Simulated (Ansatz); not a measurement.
# Converging the plane-wave cutoff: LuPt₃ (P4mm, 4 atoms in the cell)

```
LuPt3
1.0
    4.02556     0.00000     0.00000
    0.00000     4.02556     0.00000
    0.00000     0.00000     4.02556
Lu Pt
1 3
Direct
  0.00000   0.00000   0.01242
  0.00000   0.50000   0.50000
  0.50000   0.00000   0.50000
  0.50000   0.50000   0.00000
```

Method: PBEsol, default PAW files made with PBE (plane waves; Ansatz, a program for electronic structure).

Base settings: basis.ecutwfc = 420 eV; kpoints.mp_grid.grid = 7 7 7; hamiltonian.xc = pbesol; hamiltonian.pseudopotentials = {kind: paw} (the program's default PAW files); scf.occupations.method = fermi_dirac; scf.occupations.width = 0.1 eV.

The second cell is the first with its lattice scaled by 0.98.

The mesh stays at the base's, so the ladder's end is converged at best in this setting alone.

The first pressure column holds Ansatz's estimate of the finite-basis (Pulay) stress, which hides part of the cutoff error; the other is without it.

Only quantities that move along the ladder and can be compared are tabulated.

The count of work is k-points × plane waves × bands × iterations; it is no time. 

The starting cell comes from a database of computed structures (which also holds hypothetical and non-ambient phases and stackings), without a prior relaxation at this level. Its lattice was rescaled by up to half a per cent. One atom was moved a little off its site on purpose. Spin polarisation is off.

Steps (basis.ecutwfc): 145 eV; 170 eV; 190 eV; 210 eV; 230 eV; 250 eV; 295 eV; 335 eV; 380 eV; 420 eV; 460 eV; 505 eV; 565 eV; 630 eV; 735 eV; 840 eV; 1010 eV.

What is the coarsest basis.ecutwfc that holds the forces within 0.02 eV/Å of the last step, with all finer ones?

335 eV, at 0.17 of the last step's count of work; the step before is off by 0.059 eV/Å.

What is the coarsest basis.ecutwfc that holds the pressure without the Pulay estimate within 0.5 GPa of the last step, with all finer ones?

380 eV, at 0.17 of the last step's count of work; the step before is off by 2.2 GPa.

What is the coarsest basis.ecutwfc that holds the pressure within 0.5 GPa of the last step, with all finer ones?

335 eV, at 0.17 of the last step's count of work; the step before is off by 0.65 GPa.

```csv
basis.ecutwfc,free energy less the last step's (meV/atom),energy of the compressed cell less the first (meV/atom),pressure (GPa),pressure without the Pulay estimate (GPa),largest difference of a force vector from the last step's (eV/Å),count of work / last
145 eV,58276.35,-426.31,-39.04,-1764.78,0.050,0.053
170 eV,27279.96,-528.98,-47.35,-987.98,0.335,0.072
190 eV,14202.01,133.91,-6.49,-601.26,0.513,0.082
210 eV,7010.78,127.17,14.28,-349.25,0.015,0.097
230 eV,3138.24,104.61,8.93,-185.06,0.154,0.10
250 eV,1378.52,44.86,4.25,-94.40,0.176,0.12
295 eV,156.46,49.38,0.61,-15.09,0.059,0.14
335 eV,19.05,41.65,-0.05,-2.23,0.010,0.17
380 eV,3.44,41.68,-0.01,-0.18,0.001,0.17
420 eV,1.95,41.58,-0.02,-0.10,0.001,0.25
460 eV,1.02,41.49,-0.03,-0.09,0.000,0.30
505 eV,0.47,41.47,-0.04,-0.06,0.000,0.37
565 eV,0.24,41.47,-0.04,-0.04,0.000,0.36
630 eV,0.15,41.46,-0.04,-0.04,0.000,0.49
735 eV,0.08,41.46,-0.04,-0.04,0.000,0.62
840 eV,0.03,41.46,-0.04,-0.04,0.000,0.69
1010 eV,0.00,41.46,-0.04,-0.04,0.000,1.0
```

The energy difference between the two cells stays within 1 meV/atom of the last step's from 335 eV on, the total only from 505 eV on: much of the error is common to both cells and cancels.

At the lowest cutoff the pressure without the Pulay estimate lies 1760 GPa under the last step's, the usual sign of Pulay stress in an incomplete plane-wave basis.

Keys are those of Ansatz 0.2.
